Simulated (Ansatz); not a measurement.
We consider corundum Ga₂O₃ (metastable phase), described by PBE-D3(BJ) in Ansatz (PAW).

Run with plane-wave cutoff 520 eV, 8×8×8 k mesh, Fermi–Dirac smearing 0.01 eV, scalar-relativistic PAW data made under PBE.

Response to compression and expansion:

Shape and atoms are relaxed at each volume.

```json
[
 {"V (Å³/atom)": "9.495", "P (GPa)": "9.26", "direct gap at Γ (eV)": "3.275", "smallest gap on the k mesh (eV)": "3.025", "c (Å)": "13.304"},
 {"V (Å³/atom)": "9.692", "P (GPa)": "4.38", "direct gap at Γ (eV)": "3.044", "smallest gap on the k mesh (eV)": "2.807", "c (Å)": "13.419"},
 {"V (Å³/atom)": "9.890", "P (GPa)": "0.00", "direct gap at Γ (eV)": "2.820", "smallest gap on the k mesh (eV)": "2.596", "c (Å)": "13.531"},
 {"V (Å³/atom)": "10.088", "P (GPa)": "-3.92", "direct gap at Γ (eV)": "2.605", "smallest gap on the k mesh (eV)": "2.392", "c (Å)": "13.640"},
 {"V (Å³/atom)": "10.286", "P (GPa)": "-7.44", "direct gap at Γ (eV)": "2.399", "smallest gap on the k mesh (eV)": "2.196", "c (Å)": "13.746"}
]
```

The fundamental gap (2.58 eV at the equilibrium volume, with added k points) lies elsewhere than Γ–Γ.

Note: the bulk modulus comes from volumes at which shape and atoms were relaxed.

Spin–orbit coupling is not included.

Ansatz is a program for electronic structure.
